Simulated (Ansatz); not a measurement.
# Response to strain in Cu3N

Base system: Cu₃N (space group Pm-3m, No. 221; a = 3.7648 Å). Axes: x, y, z lie along the cube axes.

Strains are applied to the cell and any free atomic positions relax; under biaxial strain the out-of-plane vector relaxes too; under stress the whole cell relaxes.

Computed with PBEsol (Ansatz, an electronic-structure program, PAW, spin-orbit coupling left out), earlier PAW set.

Notes on the quantities. energy relative to the base: free energy F.

```tsv
change	volume per atom	energy relative to the base	space group
base	13.34 Å³	0 meV/atom	Pm-3m (No. 221)
biaxial strain +1.24 %, plane normal [110], relaxed out of plane	13.49 Å³	+2.2 meV/atom	Cmmm (No. 65)
uniaxial strain ε_yy = +2.76 %	13.71 Å³	?	P4/mmm (No. 123)
uniaxial strain ε_zz = +1.48 %	13.54 Å³	+2.4 meV/atom	P4/mmm (No. 123)
uniaxial strain ε_zz = +2.52 %	13.68 Å³	?	P4/mmm (No. 123)
uniaxial stress, 3 GPa tension along x	?	+1.6 meV/atom	P4/mmm (No. 123)
```

Problem. What belongs in the blanks?

Solution. 
- uniaxial strain ε_yy = +2.76 %, energy relative to the base: +8.0 meV/atom
- uniaxial strain ε_zz = +2.52 %, energy relative to the base: +6.8 meV/atom
- uniaxial stress, 3 GPa tension along x, volume per atom: 13.45 Å³

Beyond what the load breaks, stability against distortions was not tested. All final runs are without spin polarisation.
